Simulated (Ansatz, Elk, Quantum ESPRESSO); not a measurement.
LuFeC₂ (Amm2, 4 atoms in the cell) computed with different codes at matched settings

Self-consistent single point.

```yaml
crystal:
  lattice:
    - [3.45355, 0.00000, 0.00000]
    - [0.00000, 2.24877, 2.95639]
    - [0.00000, -2.24877, 2.95639]
  atoms:
    - { symbol: Lu, position: [0.00000, 0.99225, 0.99225] }
    - { symbol: Fe, position: [0.50000, 0.39129, 0.39129], spin: 4.0 }
    - { symbol: C, position: [0.50000, 0.85728, 0.54418] }
    - { symbol: C, position: [0.50000, 0.54418, 0.85728] }
```
(The spins are starting values, not results.)

Shared settings, as Ansatz (a program for electronic structure) writes them: kpoints.mp_grid.grid = 7 6 6; scf.occupations.method = fermi_dirac; scf.occupations.width = 0.01 Ry. Potentials and cutoffs stand in the table.

```
code                                                                                        model  pressure (GPa)  largest force (eV/Å)  size of the net moment (μB/atom)    cutoff
----------------  -------------------------------------------------------------------------------  --------------  --------------------  --------------------------------  --------
Quantum ESPRESSO                               PBEsol, PSlibrary ultrasoft (PBE) pseudopotentials           -7.47                 0.492                              0.19     55 Ry
Ansatz                                                            PBEsol, PAW files made with PBE           -5.87                 0.441                              0.20   default
Elk               PBEsol, all-electron FP-LAPW, Elk's shipped species files, default APW+lo basis               –                     –                              0.18  rgkmax 7
```

Size of the force on each atom (eV/Å): Sizes of forces hide their directions.

| code | Lu1 | Fe2 | C3 | C4 |
|---|---|---|---|---|
| Quantum ESPRESSO | 0.152 | 0.492 | 0.267 | 0.267 |
| Ansatz | 0.196 | 0.441 | 0.251 | 0.251 |

A dash marks a value that a program does not give, or that is left out as unsure.

On Ansatz's run: spin-orbit coupling is off. The moments shrank to a small part of their start, a low-spin state that need not be the lowest.

The spread over the programs that give each value: pressure within 1.60 GPa; largest force within 0.051 eV/Å; size of the net moment within 0.02 μB/atom.

Elk treats all electrons, but the usual bases taken here (sphere radii, linearisation, local orbitals, empty states) were not tested for convergence, so the values are no reference for the others. Ansatz's pressure is given at a fixed set of plane waves, as the other plane-wave codes print theirs; with its correction for the finite basis it is -5.64 GPa (the shift of 0.23 GPa shows how far the cutoff is from converged).

The starting cell comes from a database of computed structures (which also holds hypothetical and non-ambient phases and stackings), without a prior relaxation at this level.

Keys are those of Ansatz 0.2.
